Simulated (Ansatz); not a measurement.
Start from CrN in the zinc blende structure (space group F-43m, No. 216; a = 4.331 Å; ferromagnetic; a model cell, its experimental status unchecked).

Method: plane-wave PAW DFT at the PBEsol level (Ansatz, a quantum-chemistry and plane-wave program, 420 eV), spin-orbit coupling left out.

Base values:

| Quantity | Value |
|---|---|
| Band gap | zero |
| Density | 5.40 g/cm³ |

Modification: every Cr is replaced by Ga; the structure is relaxed again.

Tabulated Pauling electronegativity and covalent radius: Cr 1.66, 1.39 Å; Ga 1.81, 1.22 Å.

Predict the new band gap.

The band gap becomes 1.70 eV (base: zero).

Estimate the effect on the density.

The density increases by 0.71 g/cm³ to 6.11 g/cm³.

Predict the new electron mass.

The electron mass amounts to 0.15 mₑ (at Γ).

Other magnetic orders, which the real material may have, were not ruled out. Effective masses come from finite differences of ±0.01 Å⁻¹. No phonon test of stability was made. This is not the structure that GaN has at room temperature and ambient pressure.
